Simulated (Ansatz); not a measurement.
## InSb: isotropic strain −0.50 %

Base system: InSb in the zinc blende structure (space group F-43m, No. 216; a = 6.450 Å).

It is then changed as follows: an isotropic linear strain of −0.50 %; the atoms relax in the strained cell.

Level of theory: Kohn–Sham DFT with the LDA functional, run in Ansatz (a quantum-chemistry and plane-wave program) with PAW and 420 eV plane waves, no spin-orbit coupling. k-mesh 13×13×13 (Γ-centred); smearing 0.05 eV (Fermi–Dirac).

* **Volume per atom**: 33.04 Å³ (base 33.54 Å³)
* **Space group**: F-43m (No. 216) (base F-43m (No. 216))
* **Shortest interatomic distance**: 2.779 Å (base 2.793 Å)
* **Energy relative to the base (free energy F)**: +1.1 meV/atom
* **Band gap**: zero (base zero)

Spin-orbit coupling, missing from the scalar runs, can matter with Sb. Whether these cells are dynamically stable was not tested. All final runs are without spin polarisation. The zero or small gap of InSb can change with the level of theory.
